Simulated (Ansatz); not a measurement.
**A computed series for WC: pressure series**

The reference is WC (space group P-6m2, No. 187; a = 2.9220 Å, c = 2.8473 Å).

Cell and atoms are relaxed at each pressure.

Levels (all Ansatz, a program for electronic structure, PAW, earlier PAW set): PBE (420 eV, no SOC); r2SCAN (500 eV, scalar-relativistic without spin-orbit coupling).

The base cell above is that of PBE; each level relaxes its own structures.

| case | volume per atom, PBE | volume per atom, r2SCAN |
|---|---|---|
| pressure −2 GPa | 10.58 Å³ | 10.47 Å³ |
| pressure −1 GPa | 10.55 Å³ | 10.45 Å³ |
| pressure 0.3 GPa | 10.52 Å³ | 10.41 Å³ |
| pressure 0.7 GPa | 10.51 Å³ | 10.40 Å³ |
| pressure 1.5 GPa | 10.49 Å³ | 10.38 Å³ |
| pressure 3 GPa | 10.45 Å³ | 10.34 Å³ |
| pressure 5 GPa | 10.39 Å³ | 10.29 Å³ |
| pressure 7.5 GPa | 10.33 Å³ | 10.23 Å³ |
| pressure 10 GPa | 10.27 Å³ | 10.18 Å³ |

PBE lies above r2SCAN in every row, by 0.09 Å³ to 0.11 Å³. They put the cases in the same order.

Load acts through the strain it causes; cell and atoms are relaxed under it. Stability against distortions was not tested. No other phases were tried under pressure. The final runs are not spin-polarised.
